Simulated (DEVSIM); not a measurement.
System: Au/SiO2/p-Ge capacitor, at 300 K.

Layer 1 from the left is SiO2, thickness (nm) 2.90. Layer 2 from the left is Ge, thickness (nm) 3000, Na (cm⁻³) 3.9e16.

Metal gate on the left, work function 5.1 eV. Fixed charge at the semiconductor interface -1e10 cm⁻² (in units of +e); no interface traps.

This is a model device: material constants are rounded textbook-type values typed into the input, and sizes, dopings and lifetimes were drawn at random. Values at 300 K.

SiO2: gap (eV) 9, affinity (eV) 0.9, permittivity 3.9. Ge: gap (eV) 0.664, affinity (eV) 4, permittivity 16, Nc (cm⁻³) 1.04e19, Nv (cm⁻³) 6e18.

Simulated with DEVSIM: 1D Poisson equation in equilibrium, Boltzmann statistics, complete ionisation; no quantum confinement or tunnelling. Metal contacts follow the ideal Schottky-Mott rule: no Fermi-level pinning, no interface dipoles.

### Question
What does the simulation give for the flat-band voltage, the minimum of the low-frequency capacitance, the threshold voltage (band bending 2φF)?

### Answer
flat-band voltage 0.57 V; minimum of the low-frequency capacitance 0.118 μF/cm²; threshold voltage (band bending 2φF) 1.03 V.
